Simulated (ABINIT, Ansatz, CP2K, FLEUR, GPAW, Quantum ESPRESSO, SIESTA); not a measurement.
# SiO2 (P4_2/mnm, 6 atoms in the cell) computed with different codes at matched settings

Self-consistent single point, at a second geometry (lattice scaled by 0.98). First geometry:

```
SiO2
1.0
    4.22222     0.00000     0.00000
    0.00000     4.22222     0.00000
    0.00000     0.00000     2.69697
Si O
2 4
Direct
  0.00000   0.00000   0.00000
  0.50000   0.50000   0.50000
  0.30600   0.30600   0.00000
  0.80600   0.19400   0.50000
  0.19400   0.80600   0.50000
  0.69400   0.69400   0.00000
```

Shared settings, as Ansatz (a first-principles code) writes them: kpoints.mp_grid.grid = 5 5 8; scf.occupations.method = fermi_dirac; scf.occupations.width = 0.05 eV. Potentials and cutoffs stand in the table.

```json
[
 {"code": "Ansatz", "model": "PBE, default PAW files", "ΔF from the first geometry (meV/atom)": "30.3", "pressure (GPa)": "20.15", "largest force (eV/Å)": "0.301", "gap on the mesh (eV)": "6.136", "cutoff": "420 eV"},
 {"code": "FLEUR", "model": "PBE, all-electron FLAPW (FLEUR), scalar-relativistic valence", "ΔF from the first geometry (meV/atom)": "38.0", "pressure (GPa)": "–", "largest force (eV/Å)": "–", "gap on the mesh (eV)": "6.183", "cutoff": "Kmax 4.1 1/bohr"},
 {"code": "Quantum ESPRESSO", "model": "PBE, GBRV 1.5 ultrasoft (PBE) pseudopotentials", "ΔF from the first geometry (meV/atom)": "31.7", "pressure (GPa)": "21.63", "largest force (eV/Å)": "0.312", "gap on the mesh (eV)": "6.188", "cutoff": "40 Ry"},
 {"code": "ABINIT", "model": "PBE, norm-conserving pseudopotentials (PseudoDojo nc-sr-05 PBE standard)", "ΔF from the first geometry (meV/atom)": "27.1", "pressure (GPa)": "19.91", "largest force (eV/Å)": "0.279", "gap on the mesh (eV)": "6.188", "cutoff": "42 Ha"},
 {"code": "GPAW", "model": "PBE, GPAW PAW datasets PBE (gpaw-data 1.0.1)", "ΔF from the first geometry (meV/atom)": "43.5", "pressure (GPa)": "–", "largest force (eV/Å)": "0.414", "gap on the mesh (eV)": "6.183", "cutoff": "950 eV"},
 {"code": "SIESTA", "model": "GGA PBE, numerical atomic orbitals DZP, PseudoDojo PBE standard norm-conserving potentials (rewritten from UPF to PSML)", "ΔF from the first geometry (meV/atom)": "40.1", "pressure (GPa)": "24.33", "largest force (eV/Å)": "0.365", "gap on the mesh (eV)": "6.085", "cutoff": "grid 300 Ry"},
 {"code": "CP2K", "model": "PBE, GPW, DZVP-MOLOPT-SR-GTH basis, GTH-PBE potentials (GTH_POTENTIALS)", "ΔF from the first geometry (meV/atom)": "31.2", "pressure (GPa)": "21.37", "largest force (eV/Å)": "0.163", "gap on the mesh (eV)": "6.056", "cutoff": "grid 450 Ry"}
]
```

For Ansatz (by 1.0 GPa) the energy change implies a higher mean pressure, against the two pressures, than for the other programs: a sign of finite-basis (Pulay) stress.

A dash marks a value that a program does not give, or that is left out as unsure.

Gaps are read on the mesh.

The spread over the programs that give each value: ΔF from the first geometry within 16.4 meV/atom; pressure within 4.42 GPa; largest force within 0.251 eV/Å; gap on the mesh within 0.132 eV.

SIESTA and CP2K use small atom-centred bases, whose incompleteness enters pressures, forces and empty levels differently from a plane-wave cutoff. FLEUR treats all electrons, but the usual bases taken here (sphere radii, linearisation, local orbitals, empty states) were not tested for convergence, so the values are no reference for the others. Ansatz's pressure is given at a fixed set of plane waves, as the other plane-wave codes print theirs; with its correction for the finite basis it is 21.21 GPa (the shift of 1.06 GPa shows how far the cutoff is from converged). The pressure of GPAW is left out: its cutoff lies under the one at which its stress was checked. In the pressure, Quantum ESPRESSO (by 1.48), SIESTA (by 4.17) and CP2K (by 1.22) lie more than 1 GPa from the median of the plane-wave programs. In the gap, CP2K (by 0.129) lies more than 0.12 eV from the median of the plane-wave programs. In the force vectors, GPAW (by 0.107) and CP2K (by 0.143) lie more than 0.08 eV/Å from the median of the plane-wave programs.

The starting cell has typed, rounded lattice constants, without a prior relaxation at this level. Its lattice was rescaled by a random factor within 2.5 % of one. For this run, on top of that: lattice scaled by 0.98.

Keys are those of Ansatz 0.2.
